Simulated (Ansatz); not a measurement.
The starting structures come from a database of crystals and need not be the phases stable at ambient conditions.

Inside the gap of an insulator the Bloch states are evanescent, with a wavenumber k + iκ along the transport direction.

```
Cs2Ni3Se4
1.0
    9.07116     0.00000     0.00000
    2.89142     8.59800     0.00000
    3.08987    -4.29900     3.10351
Cs Ni Se
2 3 4
Cartesian
  7.88131   5.66462   0.00000
  4.08128   2.93338   0.00000
  7.52623   2.14950   1.55175
  1.54493  -2.14950   1.55175
  0.00000   0.00000   0.00000
  2.69975   6.27714   0.00000
  9.26284   2.32086   0.00000
  9.90014  -3.74091   3.10351
  5.15232   8.03991   0.00000
```

Space group of this cell: Fmmm. The cell is taken as given.

Transport runs along the normal of the first two printed cell vectors.

The gap is the functional's own, uncorrected, and κ follows it; spin-orbit coupling is left out. Mid-gap values are interpolated between the computed energies.

Question: Estimate the band gap and the smallest decay constant κ at mid-gap that r2SCAN in Ansatz (a program for electronic structure) returns for this system.

Answer: Gap 0.88 eV on a 10×10×10 mesh; κ = 0.204 1/Å, at (0.500, 0.500) of the in-plane reciprocal vectors. At the zone centre, at the nearest computed energy, the slowest state has κ = 0.23 1/Å.
